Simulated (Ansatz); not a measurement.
An Ansatz (a quantum-chemistry and plane-wave program) run: Sc with a change (uniaxial strain ε_xx = +2.00 %); PBEsol in Ansatz (plane waves to 420 eV, PAW, scalar-relativistic without spin-orbit coupling).

Input:

Ansatz 0.2 input:
```yaml
crystal:
  lattice:
    - [3.3408591249, 0, 0]
    - [-1.6704295624, 2.8365381105, 0]
    - [0, 0, 5.1051154944]
  atoms:
    - { symbol: Sc, position: [0.6666666667, 0.3333333333, 0.25] }
    - { symbol: Sc, position: [0.3333333333, 0.6666666667, 0.75] }
basis: { ecutwfc: 420, ecutrho_ratio: 4, xc_grid: 2, fft_grid_basis: typed }
kpoints: { mp_grid: { grid: [20, 20, 12] } }
hamiltonian:
  xc: pbesol
  dispersion: none
  pseudopotentials: { kind: paw }
scf: { occupations: { method: fermi_dirac, width: 0.1 }, convergence: { dr2_threshold: 0.0000000002 } }
relax: { f_tol: 0.005, max_steps: 50 }
output: { forces: true, stress: true }
checkpoint: { write: state.ck, write_every: 1000 }
```

Output (explanatory and most iteration lines left out):

```
Relaxation: its limit of steps is 50 (relax.max_steps)
Pseudopotential: Sc, paw, valence charge 11
Crystal: 2 atoms, lattice volume = 48.378 Å³
Basis set: ecut = 420 eV, 953 PW (Γ), exchange–correlation on 48×48×72 points (8 copies of the dense FFT grid, shifted against one another)
Bands: 15, of which v1, the nominal top of the filled ones, is band 11 counted from 1 (10 counted from 0)
Symmetry: 8 space group operations
Space group: Cmcm (ITA 63), of the structure as read, at distance tolerance 3.6e-5 Å
k-points: 777 of 4800
Functional: x = pbesol(κ = 0.804, μ = 0.12345679012345678), c = pbesol(β = 0.046)
SCF iter   1: F=—  HF=-4222.797873 eV  |F-HF|=—  |Δ(HF+E_count)|=         —  Δρ=4.18e-3  dr2=7.97e-3  ethr=1.77e-3  ⟨swp⟩=3.1  Hψ=47895  notcnv=0
SCF iter   2: F=—  HF=-4222.795147 eV  |F-HF|=—  |Δ(HF+E_count)|=   2.73e-3  Δρ=2.02e-3  dr2=2.11e-3  ethr=3.62e-5  ⟨swp⟩=1.9  Hψ=21909  notcnv=0
SCF 1 converged in 7 iterations: F = -4222.794525 eV  dr2 = 5.45e-11
relax step   1: F+E_penalty+E_count = -4222.79452490 eV  Δ(F+E_penalty+E_count) = +0.000e0 eV  max|allowed force component| = 3.785e-2 eV/Å  Δτ_max = 0.0000 Å  (7 SCF iters, accepted)
Crystal: 2 atoms, lattice volume = 48.378 Å³
SCF iter   1: F=—  HF=-4222.795000 eV  |F-HF|=—  |Δ(HF+E_count)|=         —  Δρ=5.54e-4  dr2=1.48e-4  ethr=5.80e-7  ⟨swp⟩=2.0  Hψ=46635  notcnv=0
SCF iter   2: F=—  HF=-4222.794965 eV  |F-HF|=—  |Δ(HF+E_count)|=   3.50e-5  Δρ=2.35e-4  dr2=1.55e-5  ethr=5.80e-7  ⟨swp⟩=2.2  Hψ=17009  notcnv=0
SCF 2 converged in 6 iterations: F = -4222.794931 eV  dr2 = 2.51e-12
relax step   2: F+E_penalty+E_count = -4222.79493073 eV  Δ(F+E_penalty+E_count) = -4.058e-4 eV  max|allowed force component| = 1.339e-2 eV/Å  Δτ_max = 0.0167 Å  (6 SCF iters, accepted)
Crystal: 2 atoms, lattice volume = 48.378 Å³
SCF iter   1: F=—  HF=-4222.795025 eV  |F-HF|=—  |Δ(HF+E_count)|=         —  Δρ=1.45e-4  dr2=1.02e-5  ethr=4.67e-7  ⟨swp⟩=3.3  Hψ=33905  notcnv=0
SCF iter   2: F=—  HF=-4222.794990 eV  |F-HF|=—  |Δ(HF+E_count)|=   3.58e-5  Δρ=6.19e-5  dr2=1.06e-6  ethr=4.62e-8  ⟨swp⟩=1.5  Hψ=20085  notcnv=0
SCF 3 converged in 6 iterations: F = -4222.794990 eV  dr2 = 1.50e-13
relax step   3: F+E_penalty+E_count = -4222.79498996 eV  Δ(F+E_penalty+E_count) = -5.923e-5 eV  max|allowed force component| = 1.499e-5 eV/Å  Δτ_max = 0.0044 Å  (6 SCF iters, accepted)
SCF converged after 6 iterations
Free energy (F): -4222.794990 eV
Internal energy: -4222.673538 eV  (E = F + TS)
E sigma→0 (E₀):  -4222.734264 eV
Entropy (-TS):   -0.121452 eV (-60.726 meV/atom)
Fermi energy:    9.361118 eV
--- Forces (eV/Å), atoms counted from 1 ---
  atom   1  Sc    -0.00000000    -0.00001499     0.00000000
  atom   2  Sc     0.00000000     0.00001499     0.00000000
--- Stress (GPa, compression-positive) ---
       -1.960899       0.000000       0.000000
        0.000000      -0.747700       0.000000
        0.000000       0.000000      -0.573488
  P = ⅓ Tr σ = -1.0940 GPa (-10.940 kbar)
--- Relaxed structure (3 steps of the walk, 3 accepted, 0 SCFs on fresh bases) ---
  atoms:
    - { symbol: Sc, position: [0.6688403670271489, 0.3376807340542979, 0.25] }
    - { symbol: Sc, position: [0.331159632972851, 0.6623192659457022, 0.75] }
```

Stability against distortions was not tested. The final runs are not spin-polarised. The cell was made from Sc in the hcp (Mg type) structure (space group P6_3/mmc, No. 194) by this change: uniaxial strain ε_xx = +2.00 %.
